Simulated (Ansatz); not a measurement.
Consider a periodic stack without vacuum, hcp Ti (0 0 1) on alpha quartz (0 0 1) (film strained to the substrate, faces as cut): substrate slab Si8O18, film Ti12, surface cells [[1, 0], [0, 1]] and [[1, 2], [-2, -1]], film strained by -1.4 and -1.4 %, faces O/O and Ti/Ti as cut (like faces can put a slab off its formula). Its start:

```
CELL_PARAMETERS angstrom
      5.02113     0.00000     0.01495
     -2.51056     4.34842    -0.06593
     -3.05935     1.45440    25.24325
ATOMIC_POSITIONS crystal
  Si 0.01460 0.40128 0.07040
  Si 0.61051 0.40135 0.21798
  Si 0.53239 0.89861 0.14561
  O  0.19901 0.30836 0.03305
  O  0.66902 0.72643 0.18813
  O  0.76815 0.08228 0.09963
  O  0.84966 0.55700 0.02810
  O  0.47210 0.13625 0.17432
  O  0.21189 0.64395 0.11640
  Si 0.12377 0.34609 0.29073
  Si 0.70590 0.35428 0.43580
  Si 0.63180 0.85196 0.36313
  O  0.36907 0.29312 0.26307
  O  0.75738 0.68057 0.40842
  O  0.88050 0.02207 0.31864
  O  0.94380 0.45718 0.24422
  O  0.58009 0.09804 0.39135
  O  0.30077 0.60549 0.33486
  Si 0.23001 0.30839 0.50904
  Si 0.76020 0.76529 0.58267
  O  0.46027 0.23834 0.48067
  O  0.86690 0.52940 0.61397
  O  0.00499 0.99697 0.54143
  O  0.03460 0.41084 0.46494
  O  0.74846 0.94823 0.63234
  O  0.42177 0.58333 0.55045
  Ti 0.82474 0.57720 0.68721
  Ti 0.48624 0.91755 0.68890
  Ti 0.14195 0.23472 0.68845
  Ti 0.55305 0.26065 0.77906
  Ti 0.22863 0.59766 0.77823
  Ti 0.89320 0.93446 0.77967
  Ti 0.96080 0.61262 0.87627
  Ti 0.63237 0.93666 0.87853
  Ti 0.28178 0.26517 0.87760
  Ti 0.66616 0.26943 0.96425
  Ti 0.33613 0.60220 0.96660
  Ti 0.00804 0.93906 0.97775
```

The start was prepared with a machine-learned potential, and the result is one local minimum, with the in-plane cell held and forces under 0.04 eV/Å; the film can end far from its bulk form.

Method: PBE (plane waves to 420 eV, PAW; Ansatz, a program for electronic structure). No spin–orbit coupling; the runs are not spin-polarised; PBE gaps are too small against experiment. Its k-point mesh 7×7×1, Fermi–Dirac width 0.05 eV.

**Question.** Predict the relaxed interface.

**Answer.** 
- interface area = 21.8 Å²
- period = 24.90 Å
- gaps between the outermost planes at the two interfaces = 1.25 and 1.25 Å
- O–Ti contacts across the interfaces within 1.22 times the sum of covalent radii = 12, mean 2.18 Å
- Si–Ti contacts across the interfaces within 1.22 times the sum of covalent radii = 5, mean 3.07 Å
